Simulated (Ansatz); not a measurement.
Cell and atoms of amorphous Si30N41Ga:

```xyz
72
Lattice="9.0962 -0.1013 0.4293 -0.1013 9.2680 -0.0481 0.4293 -0.0481 9.6440" Properties=species:S:1:pos:R:3 pbc="T T T"
Si     3.3281     6.4339     7.7677
Si     6.9759     6.8282     5.5476
Si     1.6491     3.0489     1.0451
Si     7.9120     6.9631     8.2009
Si     6.3080     3.4284     3.9918
Si     7.7708     0.2145     6.8411
Si     7.9517     7.4468     2.9225
Si     1.2271     8.0433     6.1465
Si     4.4164     3.7583     6.2933
Si     0.5372     6.0233     0.2873
Si     2.1638     8.5826     0.4668
Si     1.3006     0.6525     3.3868
Si     7.1523     0.7259     4.2723
Si     5.3669     8.6411     8.5393
Si     4.5336     3.8603     1.4835
Si     1.5820     4.9667     5.5635
Si     3.9508     1.7527     8.7435
Si     2.7718     7.9966     3.5792
Si     5.5434     4.1913     8.7719
Si     3.0655     0.9739     5.8530
Si     7.5704     1.9358     8.7739
Si     8.7570     0.7719     1.6099
Si     4.8634     8.0329     5.6618
Si     2.9888     4.7526     3.4803
Si     8.9764     5.3797     3.5797
Si     5.1808     6.1751     3.3085
Si     7.4996     4.2339     6.7288
Si     0.3976     2.2783     5.7399
Si     6.4609     6.4352     0.6908
Si     1.3325     0.9532     8.3243
N      8.1008     9.1593     2.9972
N      6.1215     3.8138     5.6762
N      0.6017     4.3285     0.6009
N      2.4870     6.8454     9.3422
N      2.2740     8.9610     2.2103
N      4.1238     0.0999     9.4064
N      8.1471     6.6399     4.4222
N      1.2841     8.3540     4.4187
N      5.0591     4.3921     3.1250
N      3.1646     4.2571     5.2051
N      6.5646     8.6352     5.5768
N      7.7841     4.1321     3.3481
N      5.3600     5.1216     0.5721
N      0.1400     6.6368     1.8367
N      1.9556     6.4254     6.5440
N      7.0548     3.5038     8.2163
N      6.5478     7.5665     9.1527
N      7.6447     1.8103     0.7698
N      4.5060     7.7017     7.3119
N      6.1264     1.8103     3.5904
N      6.3816     6.9589     2.3126
N      7.3110     5.9237     6.9677
N      8.5140     6.1366     9.5654
N      4.9810     2.8031     9.6643
N      1.3358     5.1217     3.8787
N      0.7270     1.9172     2.1018
N      4.0051     2.0875     6.8981
N      5.3825     6.5456     4.9489
N      1.8011     1.7165     4.8317
N      9.2249     3.8812     6.3971
N      8.7044     8.1218     7.2163
N      0.5170     9.2132     0.0031
N      2.9284     3.7257     2.0124
N      2.3416     2.1716     9.1361
N      3.4996     6.4820     3.1070
N      2.1656     0.0747     7.0600
N      8.1932     1.2823     5.5294
N      6.5979     0.6543     8.0623
N      4.3123     4.8577     7.6999
N      3.7800     8.9830     4.7840
N      9.0823     1.5432     7.8524
Ga     8.1286     3.3828     1.7055
```

Level of theory: PBE, scalar-relativistic without spin-orbit coupling (plane waves to 420 eV, PAW; Ansatz, a quantum-chemistry and plane-wave program).

It comes from a melt-quench run on a machine-learned potential (CHGNet), relaxed afterwards by DFT. N atoms were pushed apart under 1.9 Å during the dynamics, to hinder bonds among them. The hot cell started wider than the set density and was brought back towards it in steps. It is the lowest in DFT energy of 2 quenches. It is a model cell: composition and starting density were chosen by hand, and all elements were melted together. No dispersion term was used. Its density started from a set value of 3.04 and ended at 3.04 g/cm³. The simulated quench (nominally 300 K/ps over its main leg) is rapid and tends to freeze in more defects than a deposited or slowly cooled glass has. A cell of this size samples the disorder only roughly. The volume was held where the preparation left it and the shape relaxed, at a PBE pressure of -0.6 GPa (tension). Stress components on the final sampling reach 0.7 GPa. On a 2×2×2 Γ-centred mesh force components of up to 0.17 eV/Å stay, since the relaxation ran on the zone centre alone.

Neighbours within Si-Si 2.60 Å, Si-N 2.24 Å, Si-Ga 2.56 Å, N-N 1.70 Å, N-Ga 2.32 Å, Ga-Ga 2.68 Å count as bonded. Two cations that share two anions don't count as bonded, nor two that share one unless they lie closer than Si-Si 2.38 Å, Si-Ga 2.49 Å, Ga-Ga 2.61 Å.

### Question
Give the coordination numbers, mean bond lengths and angles.

### Answer

* **Mean coordination of Si by anions**: 4.07 (28 with 4, 2 with 5)
* **Mean coordination of N**: 3.05 (1 with 2, 37 with 3, 3 with 4)
* **Mean coordination of Ga by anions**: 3.00 (1 with 3)
* **Mean Si-N bond**: 1.772 Å (spread 0.071 Å, 122 counted)
* **Mean N-Ga bond**: 1.879 Å (spread 0.029 Å, 3 counted)
* **Bond angle at Si**: mean 109.0°, spread 13.7°
* **Bond angle at N**: mean 116.0°, spread 15.6°

### Question
Which atoms depart from the most common coordination of their element?

### Answer
Si6 has 5 (N67 1.74 Å, N68 1.75 Å, N61 1.76 Å, N41 1.85 Å, N71 2.12 Å); Si24 has 5 (N55 1.74 Å, N63 1.79 Å, N40 1.80 Å, N65 1.84 Å, N39 2.13 Å); N39 has 4 (Si26 1.80 Å, Si5 1.80 Å, Si15 1.80 Å, Si24 2.13 Å); N41 has 4 (Si23 1.81 Å, Si6 1.85 Å, Si2 1.85 Å, Si13 1.98 Å); N50 has 2 (Si13 1.64 Å, Si5 1.68 Å); N71 has 4 (Si30 1.76 Å, Si21 1.81 Å, Si28 1.84 Å, Si6 2.12 Å).

### Question
List the pairs of like atoms that count as bonded by the rules above.

### Answer
There are none by these rules.
